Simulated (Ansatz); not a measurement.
Amorphous IGZO (In$_{6}$Ga$_{12}$Zn$_{6}$O$_{33}$), 57 atoms at 5.53 g/cm³, one PBE-relaxed geometry, zone centre. Methods: PBE, scalar-relativistic without spin-orbit coupling (Ansatz, an electronic-structure program); r2SCAN, scalar-relativistic without spin-orbit coupling (Ansatz). Plane waves to 420 eV (r2SCAN 500 eV). At PBE the levels at the filled edge of the gap are localised (band-tail or defect states). All rungs ran without spin polarisation.

A CHGNet melt-quench gave the starting glass, which DFT then relaxed. O atoms were pushed apart under 1.9 Å during the dynamics, to hinder bonds among them. The hot cell started wider than the set density and was brought back towards it in steps. It is the lowest in DFT energy of 2 quenches. It is a model cell: composition and starting density were chosen by hand, and all elements were melted together. No dispersion term was used. Its density started from a set value of 5.78 and ended at 5.53 g/cm³. Cooling (nominally 84 K/ps over its main leg) ran many orders faster than in experiment, which tends to leave more defects and strain. One small periodic cell is one sample of the glass; other quenches scatter about these values. Volume and shape were free in the relaxation.

The relaxation ran on the zone centre alone. At PBE the level gap is 1.15 eV on a 2×2×2 Γ-centred mesh, and the spacing at the zone centre alone 1.12 eV.

**Question.** What zone-centre spacing does r2SCAN give, roughly?

**Answer.** 1.60 eV (+0.48 eV against PBE).

The highest filled and the lowest empty state spread over these numbers of atoms (participation numbers): PBE: 3.9 and 51.1; r2SCAN: 3.8 and 50.4.
